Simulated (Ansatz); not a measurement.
Take TeO2 in the fluorite structure (space group Fm-3m, No. 225; a = 5.3238 Å; a hypothetical phase, not in the database extracts checked) as the base. Axes: x, y, z lie along the cube axes.

Perturbation: compressive biaxial strain of 1.78 % in the plane normal to [111], as in epitaxy on a mismatched substrate; the out-of-plane cell vector and the atoms relax.

Levels (all Ansatz, a quantum-chemistry and plane-wave program, PAW): PBEsol (420 eV, without spin-orbit coupling); PBEsol+SOC (420 eV, with spin-orbit coupling).

The geometry is relaxed with PBEsol.

* **PBEsol gap character**: indirect, T → k = (0, 0.273, -0.273) in the run's primitive reciprocal basis
* **PBEsol band gap**: 0.70 eV
* **PBEsol electron mass**: 0.74 mₑ along k, 0.24 mₑ across (off the special points)
* **PBEsol pressure**: 26.0 kbar

With PBEsol+SOC at the same geometry, the gap character is still indirect, T → k = (0, 0.273, -0.273) in the run's primitive reciprocal basis; the band gap falls by 0.05 eV (0.70 eV → 0.65 eV); the electron mass becomes 0.78 mₑ along k, 0.25 mₑ across (off the special points) (PBEsol: 0.74 mₑ along k, 0.24 mₑ across (off the special points)); the pressure increases by 2.9 kbar, from 26.0 kbar to 28.9 kbar.

Single points use the geometry relaxed with PBEsol. Differences between runs with and without spin-orbit coupling are approximate. Spin-orbit coupling, missing from the scalar runs, can matter with Te. Masses are band curvatures over ±0.01 Å⁻¹ around the edge. Along k means along the line from Γ to the band edge. Whether these cells are dynamically stable was not tested. k-point labels follow each cell's own Brillouin zone.
